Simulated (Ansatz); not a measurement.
A user runs Ansatz (a quantum-chemistry and plane-wave program) on SrFe₃ (Pm-3m, 4 atoms in the cell) and asks whether the run is sound. The aim is a self-consistent single point with DFT, PBE, plane waves, default PAW files.

Cell that was meant: a = 4.3509 Å, b = 4.3509 Å, c = 4.3509 Å, α = 90.00°, β = 90.00°, γ = 90.00°.

Part of the input:

Ansatz 0.2 input:
```yaml
  spin_polarized: true
scf:
  occupations: { method: cold, width: 0.1 }
  convergence: { dr2_threshold: 1.0e-02 eV }
output:
  forces: true
  eigenvalues: true
```

Output (repeated stretches shortened):

```
WARN basis.ecutwfc = 420 eV, the default
   [... lines left out ...]
Magnetic group: BNS 221.92 (UNI 1594), of the structure as read, at distance tolerance 4.4e-5 Å
k-points: 20 of 216
Initial density: superposition of atomic densities (chi_scale 0.1, normalization cell, long waves kept (reshape's long-wave potential 0.00 eV rms))
Starting moments: Σ|m| = 12 μB on 3 of 4 sites
Initial wavefunctions: pseudopotential atomic-orbital guess
Eigensolver: davidson
Functional: x = pbe(κ = 0.804, μ = 0.2195149727645171), c = pbe(β = 0.06672455060314922)
SCF iter   1: F=—  HF=-16982.535689 eV  |F-HF|=—  |Δ(HF+E_count)|=         —  Δρ=8.35e-2 (↑8.35e-2 ↓2.41e-2)  dr2=6.79e0  dr2_m=1.34e0  M=9.229 μB ∫|m|=10.023 μB  β_m=0.30  ethr=3.10e-3  ⟨swp⟩=7.8  Hψ=7928  notcnv=0  defer=3
Mixer restart at iter 1: flushing history
all-band conjugate gradients solve this SCF's bands
preconditioner: auto → Kerker (q_TF=auto, 2.573 Å⁻¹)
   [... lines left out ...]
Mixer restart at iter 9: flushing history
iteration 9: the input's own smearing fills from here on; a Gaussian of 0.1 eV has filled iterations ahead of it
SCF iter  10: F=-16981.549288 eV  HF=-16981.549302 eV  |F-HF|=1.46e-5  |Δ(HF+E_count)|=   3.50e-5  S|Δr|=    0.00e0  Δρ=1.69e-4 (↑1.14e-4 ↓1.69e-4)  dr2=2.69e-5  dr2_m=4.60e-6  M=7.804 μB ∫|m|=8.978 μB  ethr=5.53e-8  ⟨swp⟩=7.8  Hψ=7713  notcnv=0
SCF 1 converged in 10 iterations: F = -16981.549288 eV  dr2 = 2.69e-5
solved again in the potential of the output density, not every published eigenvalue holds within its bar …
Stability not checked (fill_not_monotonic)
Magnetization: 7.8043 μB (32.9022 up, 25.0978 down)
Absolute magnetization: 8.9779 μB (∫|ρ↑−ρ↓|, with the PAW one-centre terms)
Spin contamination: 0.4124 ħ² per cell (⟨S²⟩ above its minimum at these occupations)
   [... lines left out ...]
Free energy (F): -16981.549288 eV
Fermi energy:    10.762801 eV
   [... lines left out ...]
   [... zero for the other atoms too ...]
--- Stress (GPa, compression-positive) ---
       -8.326216       0.000000       0.000000
        0.000000      -8.326216       0.000000
        0.000000      -0.000000      -8.326216
  P = ⅓ Tr σ = -8.3262 GPa (-83.262 kbar)
  The stress holds the Pulay correction. Without it, at fixed plane waves, as pw.x and ABINIT print it: P = -8.3604 GPa
```

Can these results be used? Check the input.

The results can be used. The input holds a convergence threshold that is too loose, which can do harm: a loop that stops early leaves an energy error of second order in the density error, but errors of first order in forces and stress. Here it did none. The run converged in 10 iterations, and against the sound input the free energy stays essentially unchanged (within 1 meV/atom), the pressure moves little (-8.30 to -8.33 GPa) and the size of the net moment stays at 1.95 μB/atom.

The sound input it was made from differs as follows (other fixes are possible):
```diff
-  convergence: { dr2_threshold: 1.0e-02 eV }
```

With that input, the run converged in 14 iterations: free energy E − TS (on the zero of these files) -16981.5493 eV; Fermi level (on the code's own zero) 10.76 eV; pressure -8.30 GPa; size of the cell's spin moment 7.81 μB (DFT, PBE, plane waves, default PAW files).

On the sound input: the starting cell was generated: these elements placed on a structure prototype, without a prior relaxation; it need not be a known phase or ordering of this composition. The magnetic order is the one reached from the typed start; others were not searched systematically. With a pressure of about -8 GPa the cell is away from its equilibrium volume at this level. Ansatz's pressure includes its estimate of the finite-basis (Pulay) stress.
